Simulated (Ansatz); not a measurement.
The reference is BeSe in the zinc blende structure (space group F-43m, No. 216; a = 5.1778 Å).

The values are results of PBE in Ansatz (plane waves to 420 eV, PAW, no SOC), not measurements.

For the base:

| Item | Value |
|---|---|
| Valley order | X along ⟨100⟩ 2.67 eV; Γ 4.22 eV; L along ⟨111⟩ 4.27 eV |

The change: 0.347 holes added to each cell, a density of 1.0×10^22 cm⁻³, with a uniform compensating background at fixed cell and a 300 K Fermi–Dirac width.

**Question.** Estimate the effect on the valley order and Fermi level from band edge.

**Answer.** The valley order (the lowest conduction-band minima on the path, energy above the VBM, named in the base's zone) becomes X along ⟨100⟩ 3.00 eV; Γ 4.42 eV; L along ⟨111⟩ 4.47 eV (base: X along ⟨100⟩ 2.67 eV; Γ 4.22 eV; L along ⟨111⟩ 4.27 eV); the Fermi level relative to the doped band's edge (positive inside the band; to 0.05 eV) comes out as +0.75 eV.

Charged cell with a jellium background: band edges are those of the host's band count, energies are not comparable with the neutral cell, and many-body gap narrowing is missing. The levels and masses belong to the bands next to the band gap. Stability against distortions was not tested.

Ansatz is a first-principles code.
